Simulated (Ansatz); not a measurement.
Bond-angle distributions (per cent of the angles at each element, bins of 10°) of a relaxed model of amorphous In$_{9}$Ga$_{9}$Zn$_{9}$O$_{39}$Sc$_{2}$ at 5.73 g/cm³. Computed with PBE, scalar-relativistic without spin-orbit coupling (plane waves to 420 eV, PAW; Ansatz, a first-principles code).

Preparation: random packing, a CHGNet melt and quench, and a DFT relaxation. O atoms were pushed apart under 1.9 Å during the dynamics, to hinder bonds among them. The hot cell started wider than the set density and was brought back towards it in steps. It is the lowest in DFT energy of 2 quenches. It is a model cell: composition and starting density were chosen by hand, and all elements were melted together. No dispersion term was used. Its density started from a set value of 5.73 and ended at 5.73 g/cm³. Cooling (nominally 320 K/ps over its main leg) ran many orders faster than in experiment, which tends to leave more defects and strain. A cell of this size samples the disorder only roughly. The volume was held where the preparation left it and the shape relaxed, at a PBE pressure of 3.2 GPa. Stress components on the final sampling reach 3.3 GPa.

Cut-offs for bonds: In-In 3.12 Å, In-Ga 2.90 Å, In-Zn 2.90 Å, In-O 2.68 Å, In-Sc 3.27 Å, Ga-Ga 2.68 Å, Ga-Zn 2.68 Å, Ga-O 2.34 Å, Ga-Sc 3.05 Å, Zn-Zn 2.68 Å, Zn-O 2.34 Å, Zn-Sc 3.05 Å, O-O 1.58 Å, O-Sc 2.60 Å, Sc-Sc 3.41 Å. Two cations that share two anions don't count as bonded, nor two that share one unless they lie closer than In-In 3.04 Å, In-Ga 2.82 Å, In-Zn 2.82 Å, In-Sc 3.18 Å, Ga-Ga 2.61 Å, Ga-Zn 2.61 Å, Ga-Sc 2.96 Å, Zn-Zn 2.61 Å, Zn-Sc 2.96 Å, Sc-Sc 3.32 Å.

```tsv
angle (°)	at In	at Ga	at Zn
50-60	0	0	0
60-70	2	0	0
70-80	22	3	2
80-90	19	20	20
90-100	8	19	11
100-110	17	21	26
110-120	4	17	17
120-130	7	4	9
130-140	5	6	9
140-150	9	4	4
150-160	4	4	2
160-170	3	1	0
170-180	1	0	0
```

They go with these counts of neighbours within the cut-offs, cation contacts included: In mean 5.4, most often 5; Ga mean 4.4, most often 4; Zn mean 4.0, most often 4.
